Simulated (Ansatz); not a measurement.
The parent structure is SiO$_{2}$ (space group P3_221, No. 154; a = 5.0221 Å, c = 5.5103 Å). Axes: x lies along a and z along c of the hexagonal cell.

Calculations: PBE (Ansatz, a quantum-chemistry and plane-wave program), no spin-orbit coupling.

For the base:

The smallest direct gap comes out as 6.01 eV and the band gap comes out as 5.68 eV.

One thing is altered: uniaxial strain ε_zz = −0.75 %, all other strain components held at zero, atoms relaxed at fixed cell.

Estimate the effect on the smallest direct gap.

The smallest direct gap goes up by 0.01 eV (6.01 eV → 6.02 eV).

Predict the new band gap.

The band gap increases by 0.01 eV, from 5.68 eV to 5.69 eV.

What happens to the stress?

The stress (xx, yy, zz, yz, xz, xy; compression positive) amounts to (0.01, 0.01, 0.61, 0.00, 0.00, 0.00) GPa.

Gaps are Kohn–Sham eigenvalue differences; semilocal functionals usually give less than the measured gap. No phonon test of stability was made.
